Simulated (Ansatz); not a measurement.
Input:

```xyz
10
Lattice="4.8235 0.0000 0.0000 2.4118 4.1773 0.0000 2.4118 -1.3924 4.7001" Properties=species:S:1:pos:R:3 pbc="T T T"
Ga     2.4118     1.3924     0.2698
Ga     4.8235     0.0000     2.0803
Ga     7.2353     1.3924     4.4303
Ga     4.8235     2.7849     2.6199
O      7.9712     2.9026     3.5251
O      5.5595     1.2747     3.5251
O      3.3516     0.0000     3.5251
O      1.6758    -0.1177     1.1750
O      4.0876     1.5102     1.1750
O      6.2954     2.7849     1.1750
```

No spin polarisation.

Computed with plane-wave PAW DFT at the PBE level (Ansatz, a first-principles code, 420 eV), no SOC. k-mesh 8×8×8 (Γ-centred); smearing 0.05 eV (Fermi–Dirac).

Question: Predict the electron mass.

Answer: 0.23 mₑ out of plane, 0.25 mₑ in plane (at Γ).

Question: What is the computed mean in-plane stress (compression positive)?

Answer: +22.9 GPa.

Question: What band gap does the calculation give?

Answer: 2.89 eV.

Question: Predict the width of the top valence band.

Answer: 0.51 eV.

The cells carry an imposed strain or load. Masses are band curvatures over ±0.01 Å⁻¹ around the edge. Stability against distortions was not tested. The cell was made from Ga₂O₃ in the corundum structure (space group R-3c, No. 167) by this change: biaxial strain −4.63 %, plane normal [001], relaxed out of plane.
